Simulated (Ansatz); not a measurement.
System: FeNi (P4/mmm, No. 123, 2 atoms in the cell; start mp-1224965). Method: PBEsol (Ansatz, a quantum-chemistry and plane-wave program, PAW).

Numerical settings: plane-wave cutoff 520 eV, 24×24×14 k mesh (along the axes of the cell as run), Fermi–Dirac smearing 0.05 eV, spin-polarised start, scalar-relativistic PAW data made under PBE.

Cell (relaxed at this level):

```cif
data_FeNi
_chemical_formula_sum 'Fe1 Ni1'
_space_group_name_H-M_alt 'P 1'
_space_group_IT_number 1
_cell_length_a 2.46796
_cell_length_b 2.46796
_cell_length_c 3.53315
_cell_angle_alpha 90.000
_cell_angle_beta 90.000
_cell_angle_gamma 90.005
loop_
_space_group_symop_operation_xyz
  'x, y, z'
loop_
_atom_site_label
_atom_site_type_symbol
_atom_site_fract_x
_atom_site_fract_y
_atom_site_fract_z
_atom_site_occupancy
Fe1 Fe 0.00000 0.00000 0.00000 1
Ni1 Ni 0.50000 0.50000 0.50000 1
```

Q: What does this level give for the bulk modulus B0?

A: 
- bulk modulus B0 = 206 GPa

The run finds no gap.

Note: the magnetic order was assumed, not searched for or taken from measurement; the bulk modulus is −V dP/dV from two relaxed cells at ±2 % in volume; the relaxation could not lower the start's symmetry, so the cell can be a saddle point above a distorted one.

The computed numbers hold no vibrational or temperature effects.

It cost roughly 15 core-minutes of CPU time.

A start named mp-… is a Materials Project structure, which need not be a measured phase.
